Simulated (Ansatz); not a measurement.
Base system: MgS in the rock salt structure (space group Fm-3m, No. 225).

```
MgS
1.0
    0.00000     2.60152     2.60152
    2.60152     0.00000     2.60152
    2.60152     2.60152     0.00000
Mg S
1 1
Cartesian
  0.00000   0.00000   0.00000
  2.60152   2.60152   2.60152
```

Cartesian axes are those of the cell as printed.

All numbers come from r2SCAN (Ansatz, a program for electronic structure), no spin-orbit coupling.

Base values:

```
Property               Result
-------------------  --------
Smallest direct gap   4.64 eV
Band gap              3.46 eV
Pressure             0.00 GPa
```

One thing is altered: tensor shear ε_xy = +0.86 % (engineering shear γ = 0.0172); the atoms relax in the strained cell.

Task: How does this affect the energy relative to the base?

Result: The energy rises by 1.0 meV/atom.

Task: How does this affect the smallest direct gap?

Result: The smallest direct gap shrinks by 0.09 eV (4.64 eV → 4.55 eV).

Task: Estimate the effect on the band gap.

Result: The band gap shrinks by 0.097 eV to 3.37 eV.

Task: What does the calculation give for the pressure after the change?

Result: The pressure (mean of the normal stresses, compression positive) hardly moves (0.00 GPa against 0.01 GPa).

Whether these cells are dynamically stable was not tested.
